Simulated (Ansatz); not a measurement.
End structure of O on the 1x1 (111) surface of fcc Ir, one in a 2x2 cell, started at the site 'bridge Ir-Ir (span 2.7 Å)':

```xyz
17
Lattice="5.4744 0.0000 0.0000 -2.7372 4.7410 0.0000 0.0000 0.0000 26.0000" Properties=species:S:1:pos:R:3 pbc="T T T"
Ir     0.0000     1.5803     9.7031
Ir    -1.3686     3.9508     9.7031
Ir     2.7372     1.5803     9.7031
Ir     1.3686     3.9508     9.7031
Ir     1.3686     0.7902    11.8962
Ir     0.0000     3.1606    11.8962
Ir     4.1058     0.7902    11.8962
Ir     2.7372     3.1606    11.8962
Ir    -0.0026    -0.0015    14.0924
Ir    -1.3687     2.3704    14.1172
Ir     2.7397    -0.0015    14.0922
Ir     1.3685     2.3734    14.0922
Ir    -0.0547     1.6120    16.3613
Ir    -1.3685     3.8876    16.3613
Ir     2.7918     1.6119    16.3613
Ir     1.3686     3.9508    16.2844
O      1.3686     0.7901    17.5828
```

Set-up: 17 atoms, 6.6 Å thick at the start under the adsorbate (thin: gaps and levels are the slab's own); mesh 6x6x1; 0.1 eV smearing; dipole correction on; single point; on the structure that PBE left under its start's symmetry; no spin, no spin-orbit, no U, no dispersion correction. At the end it is bonded to 3 Ir. In PBE it is, or lies within 0.03 eV of, the lowest of the starts that converged; the order may differ at this level.

A negative adsorption energy means that the adsorbate is more stable on the surface than in its reference.

**Question.** Predict the adsorption energy against ½ O2(g) at the same level from r2SCAN, at the PBE geometry (Ansatz, a first-principles code).

**Answer.** -1.82 eV

**Question.** Give the work function of the top face at the level r2SCAN, at the PBE geometry.

**Answer.** 5.78 eV

**Question.** Estimate the change of the step from the bottom to the top vacuum level, against the clean slab that r2SCAN, at the PBE geometry returns for this input.

**Answer.** 0.25 eV

**Question.** Estimate the change of the work function that r2SCAN, at the PBE geometry returns for this input.

**Answer.** 0.24 eV
